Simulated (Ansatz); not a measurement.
# PbO2 under a change: tensor shear ε_xz = +1.00 %

Start from PbO$_{2}$ in the rutile structure (space group P4_2/mnm, No. 136; a = 4.998 Å, c = 3.411 Å). Axes: x, y, z lie along a, b, c of the conventional cell.

Perturbation: tensor shear ε_xz = +1.00 % (engineering shear γ = 0.0200); the atoms relax in the strained cell.

Computed with PBEsol/PAW in Ansatz (a program for electronic structure), scalar-relativistic without spin-orbit coupling. k-mesh 7×7×10 (Γ-centred); smearing 0.05 eV (Fermi–Dirac).

| quantity | base | changed | shift |
|---|---|---|---|
| volume per atom | 14.20 Å³ | 14.20 Å³ | 0.00 Å³ |
| space group | P4_2/mnm (No. 136) | P2_1/c (No. 14) | – |
| shortest interatomic distance | 2.174 Å | 2.174 Å | 0.000 Å |
| energy relative to the base (free energy F) | 0 meV/atom | +0.7 meV/atom | +0.7 meV/atom |
| pressure (mean of the normal stresses, compression positive) | 0.0 GPa | -0.3 GPa | -0.3 GPa |
| band gap | zero | 0.13 eV | – |
| gap character | – | indirect, k = (0.143, 0, -0.100) in the run's primitive reciprocal basis → Γ–A (17 % along) | – |
| smallest direct gap | 0.06 eV | 0.23 eV | +0.17 eV |
| stress (xx, yy, zz, yz, xz, xy; compression positive) (rough) | – | (-0.4, -0.1, -0.3, 0.0, -0.8, 0.0) GPa | – |

Final structure:

```xyz
6
Lattice="4.9983 0.0000 0.0500 0.0000 4.9983 0.0000 0.0341 0.0000 3.4115" Properties=species:S:1:pos:R:3 pbc="T T T"
Pb     0.0000     0.0000     0.0000
Pb     2.5162     2.4991     1.7307
O      1.4626     1.6140     0.0234
O      3.9789     0.8851     1.7542
O      1.0536     4.1132     1.7073
O      3.5357     3.3843     0.0265
```

Without a gap, meshes like the base's 7×7×10 leave anisotropic stresses uncertain by several tenths of a GPa, and small strain energies with them. Spin-orbit coupling, missing from the scalar runs, can matter with Pb. Whether these cells are dynamically stable was not tested. The final runs are not spin-polarised. Gaps under 0.05 eV, about the width of the smearing, are given as zero. A zero or small gap of PbO2 can be the functional's error rather than a property of the material. k-point labels follow each cell's own Brillouin zone.
